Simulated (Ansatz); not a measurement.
**Ca in the fcc (Cu type) structure (space group Fm-3m, No. 225)**

Ca is taken in the cubic space group Fm-3m (No. 225), the fcc (Cu type) structure, Pearson symbol cF4. Conventional cell: a = 5.527 Å, b = 5.527 Å, c = 5.527 Å, α = 90.00°, β = 90.00°, γ = 90.00°. Ca on 4a is surrounded by 12 Ca at 3.908 Å (cuboctahedral). (Neighbours: up to the widest gap in distance over summed covalent radii, below 1.35, at either atom.)
(The calculation used a cell of 1 atom; values per cell refer to that cell.)

Method: PBE (Ansatz, a quantum-chemistry and plane-wave program, PAW, no spin-orbit coupling). Settings: 15×15×15 k-points, 0.05 eV Fermi–Dirac smearing.

```json
{
 "volume_per_atom": "42.20 Å³",
 "density": "1.58 g/cm³",
 "band_gap": "zero",
 "total_energy": "-1816.860 eV/atom (σ→0; compares only within this code and set-up)"
}
```

Whether these cells are dynamically stable was not tested.
